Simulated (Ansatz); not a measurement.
# Element substitutions in MoS2

Start from MoS2 in the 2H-MoS2 type structure (space group P6_3/mmc, No. 194; a = 3.1090 Å, c = 11.7088 Å; layered, stacked along the Cartesian z axis).

Each row replaces one element on all its sites; cell and atoms are relaxed.

Level of theory: PBEsol-D3(BJ) (Ansatz, a quantum-chemistry and plane-wave program; PAW; 420 eV plane waves; scalar-relativistic without spin-orbit coupling).

Task: Only one of these has no band gap. Which?
A. Mo → W
B. S → Si
C. S → Te

Result: B, S → Si. Computed: Mo → W: 0.65 eV; S → Te: 0.33 eV; S → Si: zero

With Te and W present, leaving out spin-orbit coupling can change the band edges. Stability against distortions was not tested. As relaxed here, MoSi2 is a hypothetical phase, not in the database extracts checked. All final runs are without spin polarisation. MoSi2 has a high density of states at the Fermi level and may be magnetic at this level. The program warned that a D3 coordination switch lies within reach, so dispersion energies are less smooth here.
